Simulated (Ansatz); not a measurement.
ErAg2 (I4/mmm, No. 139) was calculated with LDA (Ansatz, a program for electronic structure, plane waves, PAW).

Numerical settings: plane-wave cutoff 520 eV, 22×22×22 k mesh, Fermi–Dirac smearing 0.05 eV, spin-polarised with parallel moments, scalar-relativistic PAW data made under PBE.

Computed at the level's own relaxed cell.

**Question.** Predict the equilibrium lattice constant a, c axis length and bulk modulus.

**Answer.** 
* **equilibrium lattice constant a**: 3.589 Å
* **c axis length**: 9.163 Å
* **bulk modulus**: 86.8 GPa

The run finds no gap.

Note: the magnetic order was assumed, not searched for or taken from measurement; the 4f shell is treated without U or exact exchange, so its levels and filling can be wrong; the bulk modulus is −V dP/dV from two relaxed cells at ±2 % in volume.

Spin–orbit coupling is not included.

Computed values are for the static lattice.

It cost around 60 core-minutes (rough) of CPU time.
